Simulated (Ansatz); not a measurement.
Take Os in the diamond structure (space group Fd-3m, No. 227; a = 5.502 Å; a hypothetical phase, not in the database extracts checked; relaxed with 0.1 eV smearing) as the base. Axes: x, y, z lie along the cube axes.

Computed with PBEsol (Ansatz, an electronic-structure program), without spin-orbit coupling.

Perturbation: the cell is stretched by 4.73 % along y with no lateral relaxation; the atoms relax in the strained cell.

### Question
Predict the stress tensor and what it implies for the stiffness.

### Answer
Stress of the strained cell less that of the base (GPa, compression positive):
```
   -9.1     0.0     0.0
    0.0   -10.3     0.0
    0.0     0.0    -9.1
```

Then −Δσ_ii/ε with ε = 0.0473 gives secant stiffness values (nonlinear terms included at this strain): C22 ≈ 219 GPa, C12 ≈ 192 GPa and C23 ≈ 192 GPa.

As a check, the harmonic strain energy −½ V₀ Δσ:ε is 32 meV/atom; the computed energy rise is 32 meV/atom.

No phonon test of stability was made. All final runs are without spin polarisation.
